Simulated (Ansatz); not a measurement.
## How far PBE and r2SCAN part for hypothetical zinc blende BaS, biaxial strain −3.23 %, plane normal [001], relaxed out of plane

Take BaS in the zinc blende structure (space group F-43m, No. 216; a = 7.036 Å; a hypothetical phase, not in the database extracts checked) as the base. Axes: x, y, z lie along the cube axes.

(Cell as relaxed with PBE.)

Levels (all Ansatz, a first-principles code, PAW): PBE (420 eV, scalar-relativistic without spin-orbit coupling); r2SCAN (500 eV, without spin-orbit coupling).

Each level relaxes its own structure.

```csv
base,PBE,r2SCAN
volume per atom,43.53 Å³,43.58 Å³
lattice parameter a,7.036 Å,7.038 Å
band gap,2.75 eV,3.07 eV
```

One thing is altered: compressive biaxial strain of 3.23 % in the plane normal to [001], as in epitaxy on a mismatched substrate; the out-of-plane cell vector and the atoms relax.

```tsv
quantity	PBE	r2SCAN
pressure (mean of the normal stresses, compression positive)	0.32 GPa	0.28 GPa
energy relative to the base (free energy F)	+3.8 meV/atom	+3.1 meV/atom
shortest interatomic distance	3.035 Å	3.038 Å
```

PBE's energy relative to the base lies 0.7 meV/atom above r2SCAN's; PBE's shortest interatomic distance lies 0.003 Å below r2SCAN's (0.1 %). Neither level is exact; r2SCAN is the comparison here, not a measurement.

Whether these cells are dynamically stable was not tested.
